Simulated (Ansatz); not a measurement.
## Effect of biaxial strain +0.30 %, plane normal [111], relaxed out of plane on VN

Consider VN in the rock salt structure (space group Fm-3m, No. 225; a = 4.073 Å). Axes: x, y, z lie along the cube axes.

Modification: biaxial strain +0.30 %, plane normal [111], relaxed out of plane (Cartesian); in-plane vectors clamped, the third vector and the atoms free.

All numbers come from PBEsol in Ansatz (plane waves to 420 eV, PAW, no SOC). Settings: 20×20×20 k-points, 0.05 eV Fermi–Dirac smearing.

The volume per atom rises by 0.026 Å³, from 8.45 Å³ to 8.47 Å³ and the space group becomes R-3m (No. 166) (base: Fm-3m (No. 225)). The shortest interatomic distance increases by 0.2 pm (203.7 pm → 203.9 pm) and the energy stays essentially unchanged. The pressure (mean of the normal stresses, compression positive) goes from zero to -1.1 GPa and the band gap remains zero. The out-of-plane strain comes out as -0.29 % (rough) and the mean in-plane stress (compression positive) is -1.6 GPa (rough).

Without a gap, meshes like the base's 20×20×20 leave anisotropic stresses uncertain by several tenths of a GPa, and small strain energies with them. Stability against distortions was not tested. Starting moments died away, wholly or in part, for the base; another magnetic solution may exist. All final runs are without spin polarisation.

Ansatz is a first-principles code.
